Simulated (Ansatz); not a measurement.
Take TiC in the rock salt structure (space group Fm-3m, No. 225; a = 4.3278 Å; relaxed with 0.1 eV smearing) as the base.

The values are results of r2SCAN, PAW, 500 eV (Ansatz, a quantum-chemistry and plane-wave program; without spin-orbit coupling), not measurements.

Base values:

| Quantity | Result |
|---|---|
| Pressure | 0.0 GPa |
| Band gap | zero |

One thing is altered: every lattice vector is stretched by 3.00 %, atoms relaxed at fixed cell.

Q: What does the calculation give for the pressure, energy relative to the base and band gap after the change?

A: The pressure goes from zero to -19.5 GPa; the energy increases by 62 meV/atom; the band gap remains zero.

The cells carry an imposed strain or load. Stability against distortions was not tested. All final runs are without spin polarisation.
